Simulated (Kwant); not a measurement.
System: six-terminal Hall bar in a Ge (holes) two-dimensional gas. Effective mass 0.06 mₑ, grid spacing 7.7 nm, hard walls, nominal width 200 nm (25 grid rows, so walls 200.2 nm apart), one parabolic valley, scattering region 520 nm long along x; energies count from the band bottom; Fermi energy swept from 0.00107 to 0.00856 eV. Four side probes 100 nm wide, two on each edge; current runs along x; the sign of the Hall resistance is a convention. Perpendicular field 1 T, also in the leads; orbital effect alone.

Constants are typed, rounded textbook-type inputs, not results; the design itself was drawn at random and stands for no fabricated device.

Kwant, effective-mass tight-binding model on a square grid, one spin, coherent transport at 0 K. Resistances are in h/e².

Problem. How many Landau levels lie under the Fermi energy, and what Hall resistance follows, at 3.99 meV and 1.00 T; 5.26 meV and 1.00 T; 5.89 meV and 1.00 T; 7.16 meV and 1.00 T?

Solution. ħωc = ħeB/m = 1.93 meV a tesla; levels lie at (n + ½)ħωc. E/ħωc = 2.07 gives 2 levels and h/(2e²) = 0.500; simulated 0.500. E/ħωc = 2.73 gives 3 levels and h/(3e²) = 0.333; simulated 0.333. E/ħωc = 3.05 gives 3 levels and h/(3e²) = 0.333; simulated 0.333. E/ħωc = 3.71 gives 4 levels and h/(4e²) = 0.250; simulated 0.250.
